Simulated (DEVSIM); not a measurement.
Structure: abrupt Si n-p junction, at 300 K.

Layer 1 from the left is Si, thickness (μm) 96.0, Nd (cm⁻³) 3.9e16, τn (s) 0.00039, τp (s) 0.00039. Layer 2 from the left is Si, thickness (μm) 0.570, Na (cm⁻³) 3.7e14, τn (s) 0.00039, τp (s) 0.00039.

Left contact: ohmic. Right contact: ohmic. Voltage is applied to the left contact. Recombination: SRH at mid-gap, Auger. Mobility is constant in doping.

This is a model device: material constants are rounded textbook-type values typed into the input, and sizes, dopings and lifetimes were drawn at random. Values at 300 K.

Si: gap (eV) 1.124, affinity (eV) 4.05, permittivity 11.7, Nc (cm⁻³) 2.86e19, Nv (cm⁻³) 3.1e19, μn (cm²/Vs) 1417, μp (cm²/Vs) 470, Cn (cm⁶/s) 2.8e-31, Cp (cm⁶/s) 9.9e-32.

Simulated with DEVSIM: 1D drift-diffusion, Boltzmann statistics, complete ionisation; no tunnelling, impact ionisation, image-force lowering or self-heating.

### Question
What does the simulation give for the largest field in the device at zero bias, the dark forward voltage at 100 A/cm², the potential step across the device at zero bias?

### Answer
largest field in the device at zero bias 15000 V/cm; dark forward voltage at 100 A/cm² 0.673 V; potential step across the device at zero bias 0.660 V.
